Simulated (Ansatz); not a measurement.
Start from NaI in the rock salt structure (space group Fm-3m, No. 225; a = 6.528 Å).

Method: PBE/PAW in Ansatz (an electronic-structure program), no spin-orbit coupling.

Before the change:

| Item | Value |
|---|---|
| Valley order | Γ 3.58 eV; X along ⟨100⟩ 4.48 eV |
| Width of the top valence band | 0.89 eV |
| Electron mass | 0.27 mₑ (at Γ) |

It is then changed as follows: the cell is scaled by 1.0200 in all directions; the atoms relax in the strained cell.

Q: What does the calculation give for the energy relative to the base after the change?

A: The energy increases by 5.4 meV/atom.

Q: Estimate the effect on the valley order.

A: The valley order (the lowest conduction-band minima on the path, energy above the VBM, named in the base's zone) becomes Γ 3.43 eV; X along ⟨100⟩ 4.43 eV (base: Γ 3.58 eV; X along ⟨100⟩ 4.48 eV).

Q: Predict the new width of the top valence band.

A: The width of the top valence band drops by 0.093 eV (0.89 eV → 0.79 eV).

Q: Predict the new electron mass.

A: The electron mass goes from 0.27 mₑ (at Γ) to 0.28 mₑ (at Γ).

Spin-orbit coupling, missing from the scalar runs, can matter with I. The levels and masses belong to the bands next to the band gap. Masses are band curvatures over ±0.01 Å⁻¹ around the edge. Stability against distortions was not tested.
